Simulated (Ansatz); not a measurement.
CaZrS3 (Pnma, No. 62; cell taken from a computed entry) was calculated with PBE0 (plane waves, PAW; Ansatz, a program for electronic structure).

Numerical settings: plane-wave cutoff 460 eV, 4×4×4 k mesh, Fermi–Dirac smearing 0.01 eV, scalar-relativistic PAW data made under PBE.

Cell (relaxed with PBEsol):

```yaml
crystal:
  lattice:
    - [7.00310, 0.00000, 0.00000]
    - [0.00000, 9.51569, 0.00000]
    - [0.00000, 0.00000, 6.45609]
  atoms:
    - { symbol: Ca, position: [0.09640, 0.25000, 0.03515] }
    - { symbol: Ca, position: [0.90360, 0.75000, 0.96485] }
    - { symbol: Ca, position: [0.40360, 0.75000, 0.53515] }
    - { symbol: Ca, position: [0.59640, 0.25000, 0.46485] }
    - { symbol: Zr, position: [0.00000, 0.00000, 0.50000] }
    - { symbol: Zr, position: [0.50000, 0.00000, 0.00000] }
    - { symbol: Zr, position: [0.50000, 0.50000, 0.00000] }
    - { symbol: Zr, position: [0.00000, 0.50000, 0.50000] }
    - { symbol: S, position: [0.18865, 0.56410, 0.82037] }
    - { symbol: S, position: [0.81135, 0.43590, 0.17963] }
    - { symbol: S, position: [0.31135, 0.43590, 0.32037] }
    - { symbol: S, position: [0.68865, 0.56410, 0.67963] }
    - { symbol: S, position: [0.68865, 0.93590, 0.67963] }
    - { symbol: S, position: [0.31135, 0.06410, 0.32037] }
    - { symbol: S, position: [0.81135, 0.06410, 0.17963] }
    - { symbol: S, position: [0.18865, 0.93590, 0.82037] }
    - { symbol: S, position: [0.96665, 0.25000, 0.62627] }
    - { symbol: S, position: [0.03335, 0.75000, 0.37373] }
    - { symbol: S, position: [0.53335, 0.75000, 0.12627] }
    - { symbol: S, position: [0.46665, 0.25000, 0.87373] }
```

Task: Estimate the band gap that the calculation returns.

Result: 
- band gap = 2.66 eV (on the SCF k mesh)

Note: cell and atoms aren't relaxed at this level (pressure 2.2 GPa).

Spin–orbit coupling is not included.

Static lattice: no zero-point or thermal effects.
